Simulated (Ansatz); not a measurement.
**MgTe: band gap against strain**

MgTe (zinc blende, F-43m, 32.280 Å³/atom at rest) under an equal strain ε in the (001) plane with the normal axis free, as in a coherent film. LDA in Ansatz, a plane-wave DFT program (PAW, default set), 420 eV, 9×9×9 Γ-centred mesh, Fermi-Dirac smearing 0.05 eV; ions are relaxed within the symmetry of each cell. Gaps are the smallest over the k-mesh and a band path, without spin-orbit coupling; in all rows the valence edge lies at Γ and the conduction edge at Γ.

Here s stands for strain and Eg for gap.

| strain (%) | gap (eV) |
|---|---|
| 0.00 | 2.383 |
| 0.50 | 2.347 |
| 1.00 | 2.311 |
| 1.50 | 2.277 |
| 3.00 | ? |

Q: Fit Eg against s with a straight line, and predict the withheld value at s = 3.00.

A: Means: s 0.75000, Eg 2.3295. About the means, the sum of products is -0.088500 and the sum of squares of s is 1.2500; the slope is their ratio. Least squares gives Eg = 2.3826 - 0.07080·s. Residuals (row less fit): 0.0004, -0.0002, -0.0008, 0.0006; standard error 0.0008 (degrees of freedom: 2). Over these rows the gap moves by -7.1 ± 0.07 eV per unit strain. At the withheld row, Eg = 2.3826 - 0.07080 × 3.0 = 2.1702 eV. The calculation gives 2.176 eV, 0.0058 eV above the prediction (2.8 % of the range of Eg in the table). The row lies outside the fitted rows, so this is an extrapolation. From the scatter of the fitted rows alone, a prediction at this place has a standard error of 0.0018 eV, so the miss is 3.2 times that.

One order more, fitted to all 7 runs of the series, follows each within 0.001, so the miss is the next term of a smooth law. MgTe stands in this structure, whereas wurtzite is the usual form. Spin-orbit coupling is left out, which can shift this property for MgTe. Rows are the converged runs of the series near zero and its far end; series whose fitted rows scatter by over a few per cent of the range, as at a crossing or softening among them, aren't shown in this form. Most that stay on the fit to the last digits aren't either.
